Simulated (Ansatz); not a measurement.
System: stishovite (SiO2). Method: r²SCAN-D4 in Ansatz (plane waves, PAW).

Numerical settings: plane-wave cutoff 560 eV, 8×8×12 k mesh (along the axes of the cell as run), Fermi–Dirac smearing 0.01 eV, scalar-relativistic PAW data made under PBE.

A third-order Birch–Murnaghan fit to the energies gives V0 = 7.741 Å³/atom, B0 = 309 GPa, B′ = 5.3.

```csv
V (Å³/atom),P (GPa)
7.432,…
7.587,…
7.742,0.00
7.896,-5.81
8.051,…
```

Problem. Estimate the withheld pressures from this fit; the answers are the runs' own values.

Solution. 
- 7.432, P (GPa): 14.00
- 7.587, P (GPa): 6.58
- 8.051, P (GPa): -10.89

The formula P = (3/2) B0 (x^(7/3) − x^(5/3)) [1 + (3/4)(B′ − 4)(x^(2/3) − 1)] with x = V0/V meets the computed pressures within 0.05 GPa when these rounded values are put in.

Shape and atoms are relaxed at each volume.

Measured, for comparison: bulk modulus 310 ± 1 GPa (300 K, not corrected to a static lattice; as tabulated in arXiv:1001.2066). Computed (rounded) less measured: bulk modulus -0.3 %.

Note: the bulk modulus comes from volumes at which shape and atoms were relaxed.

The computed numbers hold no vibrational or temperature effects.

Ansatz is an electronic-structure program.
